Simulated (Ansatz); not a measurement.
ZrS2: response to strain

Start from ZrS₂ in the CdI2 type structure (space group P-3m1, No. 164; a = 3.635 Å, c = 5.720 Å; layered, stacked along the Cartesian z axis).

Strains are applied to the cell and any free atomic positions relax.

The values are results of PBE-D3(BJ) (Ansatz, an electronic-structure program), no spin-orbit coupling, not measurements.

Candidates:
(a) isotropic strain −1.50 %
(b) isotropic strain +2.50 %
(c) isotropic strain −2.00 %
(d) isotropic strain −1.00 %

Notes on the quantities. energy relative to the base: free energy F.

Task: Order them by energy relative to the base, lowest first.

Result: (d) isotropic strain −1.00 % (+2.9 meV/atom), (a) isotropic strain −1.50 % (+6.6 meV/atom), (c) isotropic strain −2.00 % (+12 meV/atom), (b) isotropic strain +2.50 % (+16 meV/atom)

Stability against distortions was not tested.
